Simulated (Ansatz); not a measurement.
System: HoCo₅ (P6/mmm, No. 191). Method: PBEsol (Ansatz, a program for electronic structure, plane waves, PAW).

Run with plane-wave cutoff 520 eV, 12×12×14 k mesh (along the axes of the cell as run), Fermi–Dirac smearing 0.05 eV, spin-polarised with parallel moments, scalar-relativistic PAW data made under PBE.

Computed at the level's own relaxed cell.

Predict the lattice parameter a, c axis length and bulk modulus B0.


lattice parameter a: 4.799 Å
c axis length: 3.912 Å
bulk modulus B0: 165 GPa

The run finds no gap.

Note: the magnetic order was assumed, not searched for or taken from measurement; the 4f shell is treated without U or exact exchange, so its levels and filling can be wrong; the bulk modulus is −V dP/dV from two relaxed cells at ±2 % in volume; the volume lies 6 % below that of the published cell.

Spin–orbit coupling is not included.
